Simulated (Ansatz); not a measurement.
Worked calculations on one periodic cell of amorphous Al32O42: Al32O42, 74 atoms, volume 856.7 Å³, made by a melt-quench on the CHGNet potential and relaxed with DFT. O atoms were pushed apart under 1.9 Å during the dynamics, to hinder bonds among them. It is a model cell: composition and starting density were chosen by hand, and all elements were melted together. Cycles of charging were run to anneal it. All values below come from PBE, scalar-relativistic without spin-orbit coupling (plane waves to 420 eV, PAW; Ansatz, a program for electronic structure). Sampling: a 2×2×2 Γ-centred mesh; Fermi-Dirac width 0.1 eV; no spin polarisation. Its volume was relaxed, its shape was held as a cube, and it stands at a mean pressure of 2.0 GPa with stress components up to 3.3 GPa; the relaxation ran on one k-point at (1/4, 1/4, 1/4). Its density went from a set 3.15 to 2.98 g/cm³. The cell is small and was quenched far faster than a real film, so it is one sample of the glass.

**Question.** Count formal charges (Al +3, O -2). What does the count lead one to expect at the Fermi level, and what does the calculation give?

**Answer.** 32 × (+3) + 42 × (-2) = +12. 12 electrons are left on cation states, in cation-cation bonds, defect levels or the conduction band. On this mesh the highest filled and lowest empty level lie 1.05 eV apart; localised defect or tail levels set that (at the zone centre the more localised edge state sits most on one Al atom with neighbours Al 2.51 Å, Al 2.52 Å, Al 2.54 Å), and the nearest spread-out levels lie 1.8 eV apart.

Four energies for a hole at PBE on one k-point at (1/4, 1/4, 1/4) (charged cells in a uniform background, spin-polarised): neutral at the neutral geometry -41120.866 eV; charged at the neutral geometry -41128.364 eV; charged and relaxed -41128.713 eV; neutral at the charged geometry -41120.536 eV.

**Question.** Find the two relaxation energies and their sum, the reorganisation energy.

**Answer.** On charging: -41128.364 − (-41128.713) = 0.349 eV. On discharging: -41120.536 − (-41120.866) = 0.330 eV. The sum is 0.679 eV. The carrier's level spreads over 8 of the 74 atoms' worth, so it counts as partly localised, most on one Al atom with neighbours Al 2.51 Å, Al 2.52 Å, Al 2.54 Å (neutral geometry). The values are uncorrected: the image energy of a point charge in this cell, 2.84 × 14.40 / (2 × 9.5) = 2.2 eV before screening, is screened by electrons alone at the fixed geometry and by ions too after relaxing, and the carrier can be spread before it relaxes, so each term can be off by up to that value times 1/ε∞, some tenths of an eV. PBE's self-interaction favours spread-out carriers, so a hybrid can localise more.
